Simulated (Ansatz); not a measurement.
# A self-consistent single point of KBr (Fm-3m, 2 atoms in the cell) with Ansatz

Level of theory: PBE (plane waves, PAW; Ansatz, a program for electronic structure).

Input:

Ansatz 0.2 input:
```yaml
crystal:
  lattice:
    - [0.000000, 3.300000, 3.300000]
    - [3.300000, 0.000000, 3.300000]
    - [3.300000, 3.300000, 0.000000]
  atoms:
    - { symbol: K, position: [0.000000, 0.000000, 0.000000] }
    - { symbol: Br, position: [0.500000, 0.500000, 0.500000] }
basis:
  ecutwfc: 420.0 eV
kpoints:
  mp_grid:
    grid: [6, 6, 6]
hamiltonian:
  xc: pbe
  pseudopotentials:
    kind: paw
scf:
  occupations:
    method: fermi_dirac
    width: 0.05 eV
output:
  forces: true
  eigenvalues: true
  stress: true
```

Output, abridged:

```
WARN ansatz: RAYON_NUM_THREADS=1 ignored (pool sized by the plan → 1); use --threads N
Pseudopotentials: kind: paw
Pseudopotential: K, paw, valence charge 9
Pseudopotential: Br, paw, valence charge 7
Crystal: 2 atoms, lattice volume = 71.874 Å³
Basis set: ecut = 420 eV, 1411 PW (Γ), exchange–correlation on 64×64×64 points (8 copies of the dense FFT grid, shifted against one another)
Bands: 12, of which v1, the nominal top of the filled ones, is band 8 counted from 1 (7 counted from 0)
Symmetry: 48 space group operations
Space group: Fm-3m (ITA 225), of the structure as read, at distance tolerance 4.2e-5 Å
k-points: 16 of 216
Initial density: superposition of atomic densities (neutral atoms: chi_scale 0, normalization atom), corrected by the library's trained network
Initial wavefunctions: pseudopotential atomic-orbital guess
Eigensolver: davidson
Functional: x = pbe(κ = 0.804, μ = 0.2195149727645171), c = pbe(β = 0.06672455060314922)
SCF iter   1: F=—  HF=-4324.496661 eV  |F-HF|=—  |Δ(HF+E_count)|=         —  Δρ=1.59e-4  dr2=1.06e-5  ethr=1.77e-3  ⟨swp⟩=6.5  Hψ=1270  notcnv=0
all-band conjugate gradients solve this SCF's bands
preconditioner: auto → none
SCF iter   2: F=—  HF=-4324.496533 eV  |F-HF|=—  |Δ(HF+E_count)|=   1.27e-4  Δρ=1.94e-4  dr2=4.67e-5  ethr=6.64e-8  ⟨swp⟩=3.6  Hψ=609  notcnv=0
SCF iter   3: F=—  HF=-4324.496528 eV  |F-HF|=—  |Δ(HF+E_count)|=   5.42e-6  Δρ=4.71e-5  dr2=8.54e-7  ethr=6.64e-8  ⟨swp⟩=2.0  Hψ=304  notcnv=0
SCF iter   4: F=—  HF=-4324.496532 eV  |F-HF|=—  |Δ(HF+E_count)|=   4.49e-6  Δρ=3.53e-5  dr2=1.33e-6  ethr=5.34e-9  ⟨swp⟩=2.0  Hψ=304  notcnv=0
iter 5 did not close the SCF: its close was put off for the readings that it lacked (scf_convergence_deferred on its scf_iter line)
SCF iter   5: F=-4324.496532 eV  HF=-4324.496532 eV  |F-HF|=1.43e-8  |Δ(HF+E_count)|=   5.94e-8  Δρ=2.53e-6  dr2=3.79e-9  ethr=5.34e-9  ⟨swp⟩=2.0  Hψ=304  notcnv=0
SCF iter   6: F=-4324.496532 eV  HF=-4324.496532 eV  |F-HF|=1.74e-10  |Δ(HF+E_count)|=   1.70e-8  Δρ=8.12e-7  dr2=4.94e-10  ethr=2.37e-11  ⟨swp⟩=2.4  Hψ=768  notcnv=0
SCF 1 converged in 6 iterations: F = -4324.496532 eV  dr2 = 4.94e-10
SCF converged after 6 iterations
Free energy (F): -4324.496532 eV
Harris-Foulkes:  -4324.496532 eV  (|F-HF|=1.74e-10)
Internal energy: -4324.496532 eV  (E = F + TS)
E sigma→0 (E₀):  -4324.496532 eV
Fermi energy:    3.342566 eV
--- Per-component energies (eV) ---
  E_band       = -133.510999
  E_kinetic    = 388.470907
  E_local      = -838.833062  (includes V_loc(G=0)·N_el)
  E_nonlocal   = 82.863392
  E_hartree    = 271.998710
  E_xc         = -400.624776
  E_vxc        = -269.645014  (∫ρ·V_xc dr)
  E_paw        = -3028.385853  (= ΣΔE_a)
  E_vpaw       = -40.364745  (= ΣTr[D̂ρ^β])
  E_aug_tail   = -0.000004  (compensation charges beyond the density's cutoff)
  E_ewald      = -799.985846
  E_smearing   = -0.000000  (= −TS)
  E_closure    = 0.000000  (closes the sum)
  Σ components = -4324.496532   (vs F -4324.496532, Δ=0.00e0)
--- Forces (eV/Å), atoms counted from 1 ---
  atom   1  K     -0.00000000     0.00000000    -0.00000000
  atom   2  Br     0.00000000    -0.00000000    -0.00000000
  max |Σ_I F_I| component: 2.70e-30 eV/Å
--- Stress (GPa, compression-positive) ---
        0.717957      -0.000000       0.000000
        0.000000       0.717957       0.000000
        0.000000       0.000000       0.717957
  P = ⅓ Tr σ = 0.7180 GPa (7.180 kbar)
  The stress holds the Pulay correction. Without it, at fixed plane waves, as pw.x and ABINIT print it: P = 0.7125 GPa
--- Band table (eV; the first three rows and the last of 16) ---
  k-point 0: bands = ["-26.7064", "-11.2226", "-10.1842", "-10.1842", "-10.1842", "1.0692", "1.0692", "1.0692", "5.5046", "8.6734", "8.6734", "8.6734"]
  k-point 1: bands = ["-26.7050", "-11.2737", "-10.1856", "-10.1856", "-10.1157", "0.7039", "0.9805", "0.9805", "6.1605", "8.5336", "8.9962", "8.9962"]
  k-point 2: bands = ["-26.7022", "-11.3612", "-10.1884", "-10.1884", "-9.9925", "0.1313", "0.8141", "0.8141", "7.2681", "8.7874", "9.8577", "9.8577"]
  k-point 15: bands = ["-26.6992", "-11.1996", "-10.2609", "-10.2337", "-10.1193", "0.3625", "0.5930", "0.6214", "7.6651", "8.9937", "9.3619", "10.2985"]
```

The run converged in 6 iterations.

The starting cell has typed, rounded lattice constants, without a prior relaxation at this level. Ansatz's pressure includes its estimate of the finite-basis (Pulay) stress.
